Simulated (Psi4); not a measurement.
Psi4 1.11, HF/def2-svp, scf_type pk: B(F)(NMe2)(SH) (CN(C)B(F)S), 13 atoms. The geometry is a generated start, not checked to be a minimum at this level.

```json
{
  "task": "energy",
  "method": "scf",
  "basis": "def2-svp",
  "memory": "7 GB",
  "e_convergence": "1e-08",
  "d_convergence": "1e-07",
  "guess": "auto, which took SAD (default)",
  "diis_max_vecs": "10 (default)",
  "scf_initial_accelerator": "adiis (default)",
  "basis_functions": "123"
}
```

```xyz
13

B      0.5618     0.7974    -1.0435
F      1.4202     0.3533    -1.9711
N      0.1271    -0.1004    -0.0716
C     -0.7568     0.1729     1.0396
C      0.5155    -1.5005    -0.1129
H     -1.7215    -0.3234     0.8938
H     -0.3114    -0.2033     1.9648
H     -0.9231     1.2425     1.1501
H      1.0380    -1.7706     0.8087
H     -0.3729    -2.1306    -0.2105
H      1.1725    -1.6794    -0.9586
S      0.1036     2.5505    -1.2062
H     -0.8529     2.5916    -0.2826
```
Charge 0, spin multiplicity 1.

The reference run uses exact four-centre integrals (scf_type = pk). Each setting ran once; only counts and results are compared.

Settings tried, all else as in the reference:
- scf_type = dfdirj+link
- scf_type = dfdirj+cosx
- scf_type = dfdirj+snlink
- scf_type = cd, cholesky_tolerance = 0.01
- scf_type = mem_df
- scf_type = dfdirj+cosx, cosx_radial_points_final = 75, cosx_spherical_points_final = 302
- scf_type = cd, cholesky_tolerance = 0.001
- scf_type = cd, cholesky_tolerance = 1e-05
- scf_type = cd, cholesky_tolerance = 1e-06
- scf_type = cd, cholesky_tolerance = 0.0001 (default)
- scf_type = dfdirj+cosx, cosx_radial_points_final = 25, cosx_spherical_points_final = 50
- scf_type = dfdirj+cosx, cosx_radial_points_final = 50, cosx_spherical_points_final = 194

Q: Sort the settings: which keep to the reference within 1.0 meV/atom in energy, and which don't?

A: Within it: scf_type = cd, cholesky_tolerance = 1e-06; scf_type = dfdirj+cosx, cosx_radial_points_final = 75, cosx_spherical_points_final = 302; scf_type = cd, cholesky_tolerance = 1e-05; scf_type = dfdirj+cosx, cosx_radial_points_final = 50, cosx_spherical_points_final = 194; scf_type = cd, cholesky_tolerance = 0.0001 (default); scf_type = dfdirj+link; scf_type = dfdirj+snlink; scf_type = mem_df; scf_type = dfdirj+cosx. Outside: scf_type = cd, cholesky_tolerance = 0.001; scf_type = dfdirj+cosx, cosx_radial_points_final = 25, cosx_spherical_points_final = 50; scf_type = cd, cholesky_tolerance = 0.01.

```json
[
 {"setting": "scf_type = cd, cholesky_tolerance = 1e-06", "energy against the reference": "+0.020 meV/atom"},
 {"setting": "scf_type = dfdirj+cosx, cosx_radial_points_final = 75, cosx_spherical_points_final = 302", "energy against the reference": "−0.054 meV/atom"},
 {"setting": "scf_type = cd, cholesky_tolerance = 1e-05", "energy against the reference": "−0.054 meV/atom"},
 {"setting": "scf_type = dfdirj+cosx, cosx_radial_points_final = 50, cosx_spherical_points_final = 194", "energy against the reference": "−0.091 meV/atom"},
 {"setting": "scf_type = cd, cholesky_tolerance = 0.0001 (default)", "energy against the reference": "−0.17 meV/atom"},
 {"setting": "scf_type = dfdirj+link", "energy against the reference": "−0.26 meV/atom"},
 {"setting": "scf_type = dfdirj+snlink", "energy against the reference": "−0.27 meV/atom"},
 {"setting": "scf_type = mem_df", "energy against the reference": "+0.43 meV/atom"},
 {"setting": "scf_type = dfdirj+cosx", "energy against the reference": "−0.47 meV/atom"},
 {"setting": "scf_type = cd, cholesky_tolerance = 0.001", "energy against the reference": "+5.8 meV/atom"},
 {"setting": "scf_type = dfdirj+cosx, cosx_radial_points_final = 25, cosx_spherical_points_final = 50", "energy against the reference": "+18 meV/atom"},
 {"setting": "scf_type = cd, cholesky_tolerance = 0.01", "energy against the reference": "+170 meV/atom"}
]
```

Total energies are compared; such shifts often cancel in part in energy differences. The DFDIRJ builders fit J, which adds its shift to that of exchange. Psi4 runs the final COSX grid once, on the density of the start grid. Also tried and not ranked: scf_type = direct (same energy as a listed run). The tolerance is a choice made for this comparison.
